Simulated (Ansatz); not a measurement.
The starting structures come from a database of crystals and need not be the phases stable at ambient conditions.

 Where the default PAW files enter, the runs use the earlier of Ansatz's two default sets.

Data:

```xyz
10
Lattice="5.3790 0.0000 0.0000 -2.6895 4.6584 0.0000 2.6895 1.5528 4.7649" Properties=species:S:1:pos:R:3 pbc="T T T"
Zn     0.0000     3.1056     0.4592
Zn     5.3790     3.1056     4.3057
Sn     2.6895     4.6584     2.1436
Sn     2.6895     1.5528     2.6213
O      1.9092     2.9788     1.2179
O      3.4699     3.2324     3.5470
O     -0.8448     4.8224     1.2179
O      6.2238     1.3888     3.5470
O      4.3146     1.5156     1.2179
O      1.0644     4.6956     3.5470
```

Space group of this cell: R-3. The cell is taken as given; by PBEsol its mean pressure is -7.0 GPa.

Computed with PBEsol (plane waves, PAW; Ansatz, an electronic-structure program).

The current runs along the normal of the first two printed vectors; no spin-orbit coupling. Scaled by the factor s: all lengths (ions clamped). The meshes follow the cell: 8×8×8 and 12×12 across at s = 0.98, 8×8×8 and 12×12 across at s = 1.00, 8×8×8 and 6×6 across at s = 1.02.

```
s     mean pressure (GPa)  band gap (eV)
----  -------------------  -------------
0.98                  3.7           1.62
1.00                 -7.0           1.20
1.02                -14.7              ?
```

Q: Take the slope of the band gap against ln s from the two given rows, extrapolate to s = 1.02, and say what the run there gives.

A: Slope = (1.62 − 1.20) / ln 0.98 = -20.8 eV. The line gives 1.20 + (-20.8) × ln 1.02 = 0.79 eV. The run gives 0.81 eV, 0.02 eV over the line, 5 % of the predicted step.
